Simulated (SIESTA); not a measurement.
SIESTA run on Cl (Cm, 4 atoms in the cell): self-consistent single point.

Level of theory: GGA PBEsol, numerical atomic orbitals DZP, PseudoDojo PBEsol standard norm-conserving potentials (rewritten from UPF to PSML) (SIESTA 5.4.2).

The change in words: lattice scaled by 0.98; kgrid.MonkhorstPack: 7 7 3 → 13 13 6. Reference geometry:
```xyz
4
Lattice="2.2467 -3.1294 0.0000 2.2467 3.1294 0.0000 0.0000 0.0000 8.2848" Properties=species:S:1:pos:R:3 pbc="T T T"
Cl     3.9407     0.0000     7.4814
Cl     2.7994     0.0000     3.2891
Cl     1.6940     0.0000     4.9957
Cl     0.5527     0.0000     0.8533
```

Reference input (self-consistent single point, DFT, GGA PBEsol, numerical atomic orbitals DZP, PseudoDojo PBEsol standard norm-conserving potentials (rewritten from UPF to PSML)): XC.functional = GGA; XC.authors = PBEsol; potentials = PseudoDojo PBEsol standard; PAO.BasisSize = DZP; PAO.EnergyShift = 0.005 Ry; MeshCutoff = 300 Ry; kgrid.MonkhorstPack = 7 7 3; OccupationFunction = FD; ElectronicTemperature = 10 meV; MaxSCFIterations = 150; SCF.Mixer.Method = Pulay; SCF.Mixer.Weight = 0.2. This run's input differs from it in these lines:

```diff
@@ -11,5 +11,5 @@
 %block LatticeVectors
-     2.246720000   -3.129360000   -0.000000000
-     2.246720000    3.129360000    0.000000000
-     0.000000000    0.000000000    8.284780000
+     2.201786000   -3.066773000   -0.000000000
+     2.201786000    3.066773000    0.000000000
+     0.000000000    0.000000000    8.119084000
 %endblock LatticeVectors
@@ -17,6 +17,6 @@
 %block AtomicCoordinatesAndAtomicSpecies
-     3.940746880   -0.000000000    7.481446307  1
-     2.799413120   -0.000000000    3.289057660  1
-     1.694026880    0.000000000    4.995722340  1
-     0.552693120   -0.000000000    0.853332340  1
+     3.861932644    0.000000000    7.331817020  1
+     2.743425356    0.000000000    3.223276348  1
+     1.660146644   -0.000000000    4.895807652  1
+     0.541639356   -0.000000000    0.836265652  1
 %endblock AtomicCoordinatesAndAtomicSpecies
@@ -29,5 +29,5 @@
 %block kgrid.MonkhorstPack
-    7   0   0  0.0
-    0   7   0  0.0
-    0   0   3  0.0
+   13   0   0  0.0
+    0  13   0  0.0
+    0   0   6  0.0
 %endblock kgrid.MonkhorstPack
```

Log, with long lists cut:

```
        iscf     Eharris(eV)        E_KS(eV)     FreeEng(eV)     dDmax    Ef(eV) dHmax(eV)
   scf:    1    -1772.967729    -1778.526308    -1778.526308  0.626540 -3.350107  1.464536
   scf:    2    -1778.899348    -1778.724709    -1778.724709  0.037054 -3.592944  0.986435
   scf:    3    -1778.937146    -1778.857568    -1778.857568  0.063057 -4.025227  0.174784
   scf:    4    -1778.883923    -1778.872610    -1778.872610  0.015028 -4.088310  0.042586
   scf:    5    -1778.873239    -1778.872938    -1778.872938  0.001777 -4.091222  0.023590
   [... 3 lines left out ...]
   scf:    9    -1778.873068    -1778.873068    -1778.873068  0.000027 -4.090347  0.000261
   scf:   10    -1778.873068    -1778.873068    -1778.873068  0.000032 -4.090419  0.000136
   scf:   11    -1778.873068    -1778.873068    -1778.873068  0.000034 -4.090495  0.000026
   scf:   12    -1778.873068    -1778.873068    -1778.873068  0.000001 -4.090501  0.000016
SCF Convergence by DM+H criterion
max |DM_out - DM_in|         :     0.0000013655
max |H_out - H_in|      (eV) :     0.0000161570
SCF cycle converged after 12 iterations

Using DM_out to compute the final energy and forces

siesta: E_KS(eV) =            -1778.8731

siesta: E_KS - E_eggbox =     -1778.8731

siesta: Atomic forces (eV/Ang):
     1   -1.012961   -0.000000   -1.695285
     2    0.520566    0.000000   -0.890741
     3   -0.519690   -0.000000    0.901278
     4    1.012713    0.000000    1.684848
   Tot    0.000628    0.000000    0.000100
   Max    1.695285
   Res    0.908807    sqrt( Sum f_i^2 / 3N )
   Max    1.695285    constrained

Stress tensor Voigt[x,y,z,yz,xz,xy] (kbar):        0.19       15.64      -29.50        0.00      -12.52       -0.00
(Free)E + p*V (eV/cell)    -1778.5613
   [... lines left out ...]
siesta: FreeEng =     -1778.873068
siesta: Cell volume =        109.646246 Ang**3
siesta:           4.55601219         64.36407680  kBar
   [... lines left out ...]
              0.016   0.031   0.042   0.042   0.015
   2  7.002   1.904   0.028   1.965   1.164   1.602  -0.010   0.148   0.067
   [... 5 lines left out ...]

mulliken: Qtot =       28.000

Mulliken Atomic Populations:
Atom #   charge [q] valence [e]  Species
     1     0.001679    6.998321  Cl
     2    -0.001777    7.001777  Cl
     3    -0.003971    7.003971  Cl
     4     0.004068    6.995932  Cl
 Total    -0.000000
```

The run converged in 12 iterations. Against the reference run the free energy drops by 5.9 meV/atom, the pressure goes from -1.45 to 0.46 GPa, the largest force goes from 1.023 to 1.975 eV/Å and the gap on the mesh goes from 2.408 to 2.609 eV.

The starting cell has typed, rounded lattice constants, without a prior relaxation at this level. Its lattice was rescaled by up to half a per cent. One atom was moved a little off its site on purpose. For this run, on top of that: lattice scaled by 0.98. Values carry the incompleteness of an atom-centred basis. Forces in this geometry exceed 1 eV/Å.
